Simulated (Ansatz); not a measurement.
## WSe2: response to strain

The parent structure is WSe2 in the 2H-MoS2 type structure (space group P6_3/mmc, No. 194; a = 3.279 Å, c = 12.786 Å; layered, stacked along the Cartesian z axis). Axes: x lies along a and z along c of the hexagonal cell.

Strains are applied to the cell and any free atomic positions relax; under biaxial strain the out-of-plane vector relaxes too; under stress the whole cell relaxes.

Method: Kohn–Sham DFT with the PBE-D3(BJ) functional, run in Ansatz (a program for electronic structure) with PAW and 420 eV plane waves, no spin-orbit coupling.

Candidates:
(a) biaxial strain −1.83 %, plane normal [001], relaxed out of plane
(b) biaxial strain −1.55 %, plane normal [001], relaxed out of plane
(c) uniaxial strain ε_zz = −1.06 %
(d) isotropic strain +1.22 %
(e) uniaxial stress, 0.5 GPa tension along z

Before the change:

* **Smallest direct gap**: 1.57 eV

Task: Order them by smallest direct gap, lowest first.

Result: (d) isotropic strain +1.22 % (1.44 eV), (c) uniaxial strain ε_zz = −1.06 % (1.55 eV), (e) uniaxial stress, 0.5 GPa tension along z (1.58 eV), (a) biaxial strain −1.83 %, plane normal [001], relaxed out of plane (1.74 eV), (b) biaxial strain −1.55 %, plane normal [001], relaxed out of plane (1.77 eV)

With W present, leaving out spin-orbit coupling can change the band edges. Stability under load was not tested beyond the relaxation.
